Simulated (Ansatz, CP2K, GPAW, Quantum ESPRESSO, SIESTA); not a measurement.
# SrAl₂ (P1, 6 atoms in the cell) computed with different codes at matched settings

Self-consistent single point, at a second geometry (atoms moved at random). First geometry:

```
SrAl2
1.0
   -2.46218     4.05678     4.04831
    2.46218    -4.05678     4.04831
    2.46218     4.05678    -4.04831
Sr Al
2 4
Direct
  0.30033   0.55033   0.75000
  0.69967   0.44967   0.25000
  0.27083   0.83937   0.43146
  0.72917   0.16063   0.56854
  0.90791   0.83937   0.06854
  0.09209   0.16063   0.93146
```

Second geometry:
```
CELL_PARAMETERS angstrom
     -2.46218     4.05678     4.04831
      2.46218    -4.05678     4.04831
      2.46218     4.05678    -4.04831
ATOMIC_POSITIONS crystal
  Sr 0.29244 0.54455 0.74303
  Sr 0.71141 0.45082 0.25022
  Al 0.28066 0.84417 0.44269
  Al 0.72432 0.15215 0.56249
  Al 0.90208 0.84150 0.06743
  Al 0.08909 0.16680 0.93412
```

Shared settings, as Ansatz (a program for electronic structure) writes them: kpoints.mp_grid.grid = 6 6 6; scf.occupations.method = gaussian; scf.occupations.width = 0.1 eV. Potentials and cutoffs stand in the table.

```json
[
 {"code": "Quantum ESPRESSO", "model": "LDA (PZ), GBRV 1.5 ultrasoft (LDA) pseudopotentials", "ΔF from the first geometry (meV/atom)": "2.5", "pressure (GPa)": "-5.26", "largest force (eV/Å)": "0.216", "cutoff": "40 Ry"},
 {"code": "Ansatz", "model": "LDA (PW92), PAW files made with PBE", "ΔF from the first geometry (meV/atom)": "2.5", "pressure (GPa)": "-5.14", "largest force (eV/Å)": "0.213", "cutoff": "420 eV"},
 {"code": "CP2K", "model": "LDA (Pade form), GPW, DZVP-MOLOPT-SR-GTH basis, GTH-PADE potentials (GTH_POTENTIALS)", "ΔF from the first geometry (meV/atom)": "2.4", "pressure (GPa)": "-5.04", "largest force (eV/Å)": "0.206", "cutoff": "grid 500 Ry"},
 {"code": "SIESTA", "model": "LDA PW92, numerical atomic orbitals DZP, PseudoDojo LDA standard norm-conserving potentials (rewritten from UPF to PSML)", "ΔF from the first geometry (meV/atom)": "6.4", "pressure (GPa)": "-0.51", "largest force (eV/Å)": "0.410", "cutoff": "grid 300 Ry"},
 {"code": "GPAW", "model": "LDA (Perdew-Wang 92), GPAW PAW datasets LDA (gpaw-data 1.0.1)", "ΔF from the first geometry (meV/atom)": "2.7", "pressure (GPa)": "-5.00", "largest force (eV/Å)": "0.214", "cutoff": "550 eV"}
]
```

Size of the force on each atom (eV/Å): Sizes of forces hide their directions.

```
code                Sr1    Sr2    Al3    Al4    Al5    Al6
----------------  -----  -----  -----  -----  -----  -----
Quantum ESPRESSO  0.193  0.159  0.216  0.158  0.143  0.165
Ansatz            0.191  0.159  0.213  0.158  0.141  0.168
CP2K              0.192  0.165  0.206  0.145  0.136  0.162
SIESTA            0.241  0.410  0.171  0.222  0.150  0.296
GPAW              0.184  0.162  0.214  0.158  0.142  0.170
```

The spread over the programs that give each value: ΔF from the first geometry within 4.0 meV/atom; pressure within 4.75 GPa; largest force within 0.204 eV/Å.

CP2K and SIESTA use small atom-centred bases, whose incompleteness enters pressures, forces and empty levels differently from a plane-wave cutoff. Ansatz's pressure is given at a fixed set of plane waves, as the other plane-wave codes print theirs. The same LDA comes in different parametrisations, which differ slightly. In the pressure, SIESTA (by 4.63) lies more than 1 GPa from the median of the plane-wave programs. In the force vectors, SIESTA (by 0.352) lies more than 0.08 eV/Å from the median of the plane-wave programs.

The starting cell comes from a database of computed structures (which also holds hypothetical and non-ambient phases and stackings), without a prior relaxation at this level. Its lattice was rescaled by a random factor within 2.5 % of one. For this run, on top of that: atoms moved at random.

Keys are those of Ansatz 0.2.
